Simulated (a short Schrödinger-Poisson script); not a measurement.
# Gated In0.52Al0.48As/In0.53Ga0.47As δ-doped gas in a quantum well

System: gated In0.52Al0.48As/In0.53Ga0.47As δ-doped gas in a quantum well, at 77 K.

```tsv
layer	material	thickness (nm)	Na (cm⁻³)
1	In0.52Al0.48As	8	-
2	In0.52Al0.48As	20	-
3	In0.53Ga0.47As	8	-
4	In0.52Al0.48As	4000	2e14
```

The device is made up for the run: typed textbook-type constants, with dimensions and the other settings drawn at random. In0.52Al0.48As: permittivity 12.5, conduction-band edge (eV) 0.52, gap (eV) 1.45, electron mass (mₑ) 0.075, Nv at 300 K (cm⁻³) 1.1e19. In0.53Ga0.47As: permittivity 13.9, conduction-band edge (eV) 0, gap (eV) 0.74, Nv at 300 K (cm⁻³) 7.7e18.

Channel valleys (confinement mass, in-plane density-of-states mass, number): Γ 0.041, 0.041, 1. At the gate the conduction-band edge of layer 1 lies 0.65 eV − eVg above the Fermi level of the channel; the field vanishes at the back. Sheet of ionised δ-doping: +1.8e12 e/cm² at 8 nm from the gate. The barrier under the gate holds no holes. Gaps are held at their typed values at every temperature. Mesh 0.08 nm at interfaces.

Solved with a short Schrödinger-Poisson script written for these runs: 1D Poisson equation in equilibrium, electrons quantum, Hartree plus LDA exchange-correlation (BenDaniel-Duke, 40 states a valley, the channel's in-plane mass for all, wave functions free to enter the barrier), parabolic valleys, classical holes, full ionisation, no traps, pinning or gate leakage.

| Vg (V) | electrons (cm⁻²) | in the channel layer | C (μF/cm²) | Γ E0 (meV) | Γ E1 (meV) |
|---|---|---|---|---|---|
| 0.4 | 8.00e11 | 7.69e11 | 0.326 | -46.7 | 158.8 |
| 0.35 | 6.99e11 | 6.72e11 | 0.326 | -40.8 | 165.0 |
| 0.3 | 5.97e11 | 5.74e11 | 0.326 | -34.8 | 171.3 |
| 0.25 | 4.95e11 | 4.76e11 | 0.326 | -28.8 | 177.6 |
| 0.2 | 3.94e11 | 3.79e11 | 0.326 | -22.8 | 184.0 |
| 0.15 | 2.92e11 | 2.81e11 | 0.324 | -16.5 | 190.6 |
| 0.1 | 1.92e11 | 1.84e11 | 0.321 | -9.8 | 197.6 |
| 0.05 | 9.35e10 | 9.00e10 | 0.306 | -1.6 | 206.0 |
| 0 | 1.14e10 | 1.10e10 | 0.171 | 14.9 | 222.5 |
| -0.05 | 9.82e6 | 9.46e6 | 0.00471 | 62.1 | 269.3 |

Gate voltages with under 1e6 electrons/cm² are left out.

Subbands count from the Fermi level.
